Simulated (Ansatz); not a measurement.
An Ansatz (a quantum-chemistry and plane-wave program) run: GaN with a change (biaxial strain −0.83 %, plane normal [111], relaxed out of plane); Ansatz, PBEsol, PAW, cutoff 420 eV, no SOC.

Input:

Ansatz 0.2 input:
```yaml
crystal:
  lattice:
    - [3.1542205726, 0, 0]
    - [1.5771102863, 2.731635145, 0]
    - [1.5771102863, -0.9105450483, 2.6077425288]
  atoms:
    - { symbol: Ga, position: [0, 0, 0] }
    - { symbol: N, position: [0.5, 0.25, 0.75] }
basis: { ecutwfc: 420, ecutrho_ratio: 4, xc_grid: 2, fft_grid_basis: typed }
kpoints: { mp_grid: { grid: [13, 13, 13] } }
hamiltonian:
  xc: pbesol
  dispersion: none
  pseudopotentials: { kind: paw }
scf: { occupations: { method: fermi_dirac, width: 0.05 } }
relax: { f_tol: 0.005, max_steps: 50, cell: { stress_tol: 0.01, fix: [a, b, gamma] } }
output: { forces: true, stress: true }
checkpoint: { write: state.ck, write_every: 1000 }
```

Output (explanatory and most iteration lines left out):

```
Relaxation: its limit of steps is 50 (relax.max_steps)
Pseudopotential: Ga, paw, valence charge 13
Pseudopotential: N, paw, valence charge 5
Crystal: 2 atoms, lattice volume = 22.469 Å³
Basis set: ecut = 420 eV, 435 PW (Γ), exchange–correlation on 48×48×48 points (8 copies of the dense FFT grid, shifted against one another)
Bands: 13, of which v1, the nominal top of the filled ones, is band 9 counted from 1 (8 counted from 0)
Symmetry: 6 space group operations
Space group: R3m (ITA 160), of the structure as read, at distance tolerance 2.8e-5 Å
k-points: 231 of 2197 (time reversal used)
Functional: x = pbesol(κ = 0.804, μ = 0.12345679012345678), c = pbesol(β = 0.046)
SCF iter   1: F=—  HF=-4122.839415 eV  |F-HF|=—  |Δ(HF+E_count)|=         —  Δρ=1.22e-2  dr2=3.23e-2  ethr=1.77e-3  ⟨swp⟩=5.0  Hψ=15705  notcnv=0
SCF iter   2: F=—  HF=-4122.831265 eV  |F-HF|=—  |Δ(HF+E_count)|=   8.15e-3  Δρ=4.03e-3  dr2=4.12e-3  ethr=1.79e-4  ⟨swp⟩=2.0  Hψ=5744  notcnv=0
SCF 1 converged in 6 iterations: F = -4122.830153 eV  dr2 = 1.15e-9
relax step   1: F+E_penalty+E_count = -4122.83015288 eV  Δ(F+E_penalty+E_count) = +0.000e0 eV  max|allowed force component| = 1.245e-1 eV/Å  Δτ_max = 0.0000 Å  P = +2.472 GPa  Ω = 22.469 Å³  fix = [a, b, gamma]  reactions: a +4.116, b +4.116 GPa  (6 SCF iters, dr2 threshold 1.00e-7 eV, accepted)
[... steps on the carried basis left out ...]
relax step   5: F+E_penalty+E_count = -4122.83081966 eV  Δ(F+E_penalty+E_count) = -2.100e-5 eV  max|allowed force component| = 1.238e-5 eV/Å  Δτ_max = 0.0001 Å  P = +2.502 GPa  Ω = 22.460 Å³  energy of the carried Pulay correction = +2.792e-5 eV  fix = [a, b, gamma]  reactions: a +3.754, b +3.754 GPa  (6 SCF iters, dr2 threshold 2.45e-8 eV, accepted)
Crystal: 2 atoms, lattice volume = 22.460 Å³
SCF iter   1: F=—  HF=-4122.830795 eV  |F-HF|=—  |Δ(HF+E_count)|=         —  Δρ=2.73e-6  dr2=2.18e-10  ethr=1.76e-8  ⟨swp⟩=3.1  Hψ=24250  notcnv=0
SCF iter   2: F=—  HF=-4122.830796 eV  |F-HF|=—  |Δ(HF+E_count)|=   1.12e-6  Δρ=1.33e-6  dr2=4.80e-11  ethr=1.21e-12  ⟨swp⟩=2.2  Hψ=5343  notcnv=0
SCF 6 converged in 8 iterations: F = -4122.830796 eV  dr2 = 1.47e-19
SCF converged after 8 iterations
Free energy (F): -4122.830796 eV
Internal energy: -4122.830796 eV  (E = F + TS)
E sigma→0 (E₀):  -4122.830796 eV
Fermi energy:    10.754353 eV
--- Forces (eV/Å), atoms counted from 1 ---
  atom   1  Ga    -0.00000000     0.00000000     0.00001299
  atom   2  N     -0.00000000    -0.00000000    -0.00001299
--- Stress (GPa, compression-positive) ---
        3.753238      -0.000000       0.000000
        0.000000       3.753238      -0.000000
        0.000000      -0.000000      -0.004963
  P = ⅓ Tr σ = 2.5005 GPa (25.005 kbar)
--- Relaxed structure (5 steps of the walk, 5 accepted, 1 SCFs on fresh bases) ---
  cell:  # Å, volume = 22.4604 Å³
    - [3.154220572593592, 3.368883461888392e-31, 5.271147406893428e-20]
    - [1.577110286296796, 2.731635145005549, -1.7458362991604216e-11]
    - [1.577110286296796, -0.9105450483185226, 2.6067697822381857]
  atoms:
    - { symbol: Ga, position: [-0.0012566117786966594, 0.0006283058893483296, 0.0018849176680449887] }
    - { symbol: N, position: [0.5012566117786966, 0.2493716941106517, 0.7481150823319551] }
```

Whether these cells are dynamically stable was not tested. The cell was made from GaN in the zinc blende structure (space group F-43m, No. 216) by this change: biaxial strain −0.83 %, plane normal [111], relaxed out of plane. This is not the structure that GaN has at room temperature and ambient pressure.
